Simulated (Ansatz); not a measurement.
Model glasses of amorphous ZrO2, 59 to 67 atoms (Zr20O40 before any change). Each row is one cell at a composition chosen by hand, melted whole on the CHGNet potential with the anions pushed apart under 1.9 Å, quenched within some picoseconds, far faster than a real film, and relaxed with PBE, scalar-relativistic without spin-orbit coupling (plane waves to 420 eV, PAW; Ansatz, an electronic-structure program). Each is the lower in DFT energy of 2 quenches. Cycles of charging and discharging were tried on the cells ahead of these points, and a cell that came back lower was taken. The column on the box says what of it was relaxed with the atoms; held means as the quench left it. Cells that kept moments or hold spare charge are left out.

At the relaxed places, the spacing of the highest filled and the lowest empty level was computed at the zone centre with PBE and with r2SCAN, without spin polarisation. A level counts as spread where PBE shares it among more than a fifth of the atoms; else the element of the atom with the largest weight is named. Formal charges balance in every cell (each cation at its usual highest valence, Cu and Ag at +1, Sb at +3, H at +1, O at −2, N at −3, F and Cl at −1). r2SCAN ran with plane waves to 500 eV. Where a level is localised, the spacing isn't the band gap.

```csv
cell,change,box,highest filled on,lowest empty on,"spacing, PBE (eV)","spacing, r2SCAN (eV)"
Zr20O45Nb2,"+2 Nb, +5 O",held,O,Nb,2.98,3.34
Zr20O37N2,"+2 N, −3 O",volume,N,Zr,3.00,3.41
Zr20O43Y2,"+3 O, +2 Y",volume,O,spread,3.37,withheld
Zr20O42Si,"+2 O, +1 Si",volume,O,spread,3.39,3.83
Zr20O42Ti,"+2 O, +1 Ti",volume,spread,Ti,3.44,3.83
Zr20O43La2,"+2 La, +3 O",held,spread,spread,3.60,4.05
Zr20O39F2,"+2 F, −1 O",held,O,spread,3.70,4.16
```

Fit a straight line of the last column on the one before it through the 6 full rows, and predict the withheld value for Zr20O43Y2.

Means: x = 3.352, y = 3.770. Slope = Σ(Δx Δy) / Σ(Δx²) = 0.4994 / 0.4541 = 1.100; intercept = 3.770 − (1.100) × 3.352 = 0.083 eV; r.m.s. residual 0.022 eV. Prediction: 0.083 + (1.100) × 3.37 = 3.79 eV. The run gave 3.82 eV, a miss of 0.03 eV, within twice the residual.
